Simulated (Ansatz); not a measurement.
Results of HSE06+SOC in Ansatz (PAW) for SrScHO2 (model structure, started from the SrVO2H type, P4/mmm, No. 123, 5 atoms in the cell).

Run with plane-wave cutoff 460 eV, 6×6×6 k mesh, Fermi–Dirac smearing 0.01 eV, PAW data made under PBE.

Cell (relaxed with PBEsol):

```cif
data_HO2ScSr
_chemical_formula_sum 'Sr1 Sc1 O2 H1'
_space_group_name_H-M_alt 'P4/mmm'
_space_group_IT_number 123
_space_group_name_Hall '-P 4 2'
_cell_length_a 4.08710
_cell_length_b 4.08710
_cell_length_c 3.81716
_cell_angle_alpha 90.000
_cell_angle_beta 90.000
_cell_angle_gamma 90.000
loop_
_atom_site_label
_atom_site_type_symbol
_atom_site_symmetry_multiplicity
_atom_site_Wyckoff_symbol
_atom_site_fract_x
_atom_site_fract_y
_atom_site_fract_z
_atom_site_occupancy
Sr1 Sr 1 d 0.50000 0.50000 0.50000 1
Sc1 Sc 1 a 0.00000 0.00000 0.00000 1
O1 O 2 f 0.00000 0.50000 0.00000 1
H1 H 1 b 0.00000 0.00000 0.50000 1
```

### Question
Predict the band gap, smallest direct gap on the k points sampled and direct gap at Γ.

### Answer

- band gap = 3.72 eV (on the SCF k mesh) (indirect)
- smallest direct gap on the k points sampled = 4.20 eV
- direct gap at Γ = 5.91 eV

Note: the relaxation could raise the start's symmetry but not lower it, so the cell can be a saddle point; cell and atoms aren't relaxed at this level (pressure 1.7 GPa).

Cost on a shared machine: around 14 core-minutes (rough).

A model structure was made by putting elements into a prototype or built by hand; it is no filed structure, need not be a known phase, and can be a saddle point held by its symmetry.

Ansatz is a program for electronic structure.
